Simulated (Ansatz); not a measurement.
Worked example: self-consistent single point of Ir (Fm-3m, 1 atom in the cell) in Ansatz (a quantum-chemistry and plane-wave program).

Level of theory: PBE (plane waves, PAW; Ansatz).

The change in words: lattice scaled by 0.98. Reference geometry:
```
Ir
1.0
    0.00000     1.91040     1.91040
    1.91040     0.00000     1.91040
    1.91040     1.91040     0.00000
Ir
1
Cartesian
  0.00000   0.00000   0.00000
```

Reference input (self-consistent single point, DFT, PBE, plane waves, default PAW files): basis.ecutwfc = 420 eV; kpoints.mp_grid.grid = 15 15 15; hamiltonian.xc = pbe; hamiltonian.pseudopotentials = {kind: paw} (the program's default PAW files); scf.occupations.method = gaussian; scf.occupations.width = 0.1 eV. This run's input differs from it in these lines:

```diff
@@ -2,5 +2,5 @@
   lattice:
-    - [0.000000, 1.910400, 1.910400]
-    - [1.910400, 0.000000, 1.910400]
-    - [1.910400, 1.910400, 0.000000]
+    - [0.000000, 1.872192, 1.872192]
+    - [1.872192, 0.000000, 1.872192]
+    - [1.872192, 1.872192, 0.000000]
   atoms:
```

The program printed (abridged):

```
SCF iter   1: F=—  HF=-11935.145388 eV  |F-HF|=—  |Δ(HF+E_count)|=         —  Δρ=4.62e-3  dr2=6.01e-4  ethr=1.77e-3  ⟨swp⟩=5.0  Hψ=7861  notcnv=0
all-band conjugate gradients solve this SCF's bands
preconditioner: auto → none
SCF iter   2: F=—  HF=-11935.145567 eV  |F-HF|=—  |Δ(HF+E_count)|=   1.79e-4  Δρ=2.31e-3  dr2=1.19e-4  ethr=3.54e-6  ⟨swp⟩=2.0  Hψ=2932  notcnv=0
SCF iter   3: F=—  HF=-11935.145739 eV  |F-HF|=—  |Δ(HF+E_count)|=   1.72e-4  Δρ=5.28e-4  dr2=1.71e-5  ethr=6.99e-7  ⟨swp⟩=2.1  Hψ=2120  notcnv=0
SCF iter   4: F=—  HF=-11935.145742 eV  |F-HF|=—  |Δ(HF+E_count)|=   2.81e-6  Δρ=8.77e-5  dr2=3.77e-7  ethr=1.01e-7  ⟨swp⟩=2.3  Hψ=2164  notcnv=0
iter 5 did not close the SCF: its close was put off for the readings that it lacked (scf_convergence_deferred on its scf_iter line)
SCF iter   5: F=-11935.145742 eV  HF=-11935.145742 eV  |F-HF|=1.61e-9  |Δ(HF+E_count)|=   1.55e-7  Δρ=1.06e-5  dr2=6.26e-9  ethr=2.22e-9  ⟨swp⟩=2.1  Hψ=2107  notcnv=0
SCF iter   6: F=-11935.145742 eV  HF=-11935.145742 eV  |F-HF|=1.16e-10  |Δ(HF+E_count)|=  1.86e-10  Δρ=1.54e-6  dr2=2.00e-10  ethr=3.68e-11  ⟨swp⟩=3.2  Hψ=5285  notcnv=0
SCF 1 converged in 6 iterations: F = -11935.145742 eV  dr2 = 2.00e-10
Free energy (F): -11935.145742 eV
Internal energy: -11935.141151 eV  (E = F + TS)
E sigma→0 (E₀):  -11935.143447 eV
Entropy (-TS):   -0.004591 eV (-4.591 meV/atom)
Fermi energy:    28.423369 eV
--- Forces (eV/Å), atoms counted from 1 ---
  atom   1  Ir     0.00000000    -0.00000000    -0.00000000
--- Stress (GPa, compression-positive) ---
       44.403638       0.000000      -0.000000
       -0.000000      44.403638      -0.000000
        0.000000       0.000000      44.403638
  P = ⅓ Tr σ = 44.4036 GPa (444.036 kbar)
  The stress holds the Pulay correction. Without it, at fixed plane waves, as pw.x and ABINIT print it: P = 44.2905 GPa
```

The run converged in 6 iterations. Against the reference run the free energy goes up by 147 meV/atom and the pressure goes from 14.82 to 44.40 GPa.

The starting cell has typed, rounded lattice constants, without a prior relaxation at this level. Its lattice was rescaled by up to half a per cent. For this run, on top of that: lattice scaled by 0.98. Spin polarisation is off. With a pressure of about 44 GPa the cell is away from its equilibrium volume at this level. Ansatz's pressure includes its estimate of the finite-basis (Pulay) stress.

Keys are those of Ansatz 0.2.
